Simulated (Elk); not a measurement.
A self-consistent single point of PbO₂ (P4_2/mnm, 6 atoms in the cell) with Elk.

Method of the run: PBE, all-electron FP-LAPW, Elk's shipped species files, default APW+lo basis run with Elk.

The change in words: lattice scaled by 0.98. Reference geometry:
```
PbO2
1.0
    4.88807     0.00000     0.00000
    0.00000     4.88807     0.00000
    0.00000     0.00000     3.33605
Pb O
2 4
Direct
  0.00000   0.00000   0.00000
  0.50000   0.50000   0.50000
  0.30743   0.30743   0.00000
  0.69257   0.69257   0.00000
  0.19257   0.80743   0.50000
  0.80743   0.19257   0.50000
```

Reference input (self-consistent single point, DFT, PBE, all-electron FP-LAPW, Elk's shipped species files, default APW+lo basis): xctype = 20; rgkmax = 7; stype = 0; swidth = 0.00499791 Ha; ngridk = 6 6 8; rmtscf = 0.82. This run's input differs from it in these lines:

```diff
@@ -19,5 +19,5 @@
 avec
-    9.2371097985    0.0000000000    0.0000000000
-    0.0000000000    9.2371097985    0.0000000000
-    0.0000000000    0.0000000000    6.3042151689
+    9.0523682829    0.0000000000    0.0000000000
+    0.0000000000    9.0523682829    0.0000000000
+    0.0000000000    0.0000000000    6.1781307521
```

Output (repeated stretches shortened):

```
│ Self-consistent loop started │
│ Loop number : 1 │
 total energy                :     -42159.8050641
│ Loop number : 2 │
 total energy                :     -42160.3313268
RMS change in Kohn-Sham potential (target) :    1.409024880     (  0.1000000000E-05)
Absolute change in total energy (target)   :   0.5262627043     (  0.1000000000E-03)
│ Loop number : 3 │
 total energy                :     -42159.5103975
RMS change in Kohn-Sham potential (target) :    1.359827198     (  0.1000000000E-05)
Absolute change in total energy (target)   :   0.6893636006     (  0.1000000000E-03)
│ Loop number : 4 │
   [... lines left out ...]
Absolute change in total energy (target)   :   0.3958898451E-03 (  0.1000000000E-03)
│ Loop number : 15 │
 total energy                :     -42158.5296435
RMS change in Kohn-Sham potential (target) :   0.1100158059E-06 (  0.1000000000E-05)
Absolute change in total energy (target)   :   0.1316355629E-03 (  0.1000000000E-03)
│ Loop number : 16 │
 total energy                :     -42158.5296374
RMS change in Kohn-Sham potential (target) :   0.4760277426E-07 (  0.1000000000E-05)
Absolute change in total energy (target)   :   0.3903584729E-04 (  0.1000000000E-03)
Convergence targets achieved

│ Loop number : 17 │

Energies :
 Fermi                       :     0.237449440974
 total energy                :     -42158.5296373

Density of states at Fermi energy :    3.910884329
 (states/Hartree/unit cell)

Estimated indirect band gap :   0.2679915108E-01
 from k-point      1 to k-point      2
Estimated direct band gap   :   0.3180758361E-01
 at k-point      2

Charges :
 core                        :    144.0000000
 valence                     :    52.00000000
 interstitial                :    10.59931674
 muffin-tins (core leakage)
  species :    1 (Pb)
   atom    1                 :    79.11302704     (  0.1301724639E-01)
   atom    2                 :    79.11302704     (  0.1301724639E-01)
  species :    2 (O)
   atom    1                 :    6.793657296     (  0.4823013697E-06)
   atom    2                 :    6.793657296     (  0.4823013697E-06)
   atom    3                 :    6.793657296     (  0.4823013697E-06)
   atom    4                 :    6.793657296     (  0.4823013697E-06)
 total in muffin-tins        :    185.4006833
 total calculated charge     :    195.9790344
 total charge                :    196.0000000
 error                       :   0.2096561020E-01

│ Self-consistent loop stopped │
```

The run converged in 17 iterations. The count includes the last loop, which Elk runs after its targets are met. Against the reference run the total energy goes up by 119 meV/atom.

The starting cell comes from a database of computed structures (which also holds hypothetical and non-ambient phases and stackings), without a prior relaxation at this level. Its lattice was rescaled by a random factor within 2.5 % of one. For this run, on top of that: lattice scaled by 0.98. Spin-orbit coupling is off. Values depend on the basis (sphere radii, cutoffs, local orbitals), which need not be converged. The run gives no clean gap (levels at the Fermi energy touch, overlap or are partly filled at this smearing), which alone does not show that the compound is a metal. The log's line on a gap gives a spacing of levels on this mesh, which the program prints for metals too.

Cost on one core of a shared machine: roughly 4 min.
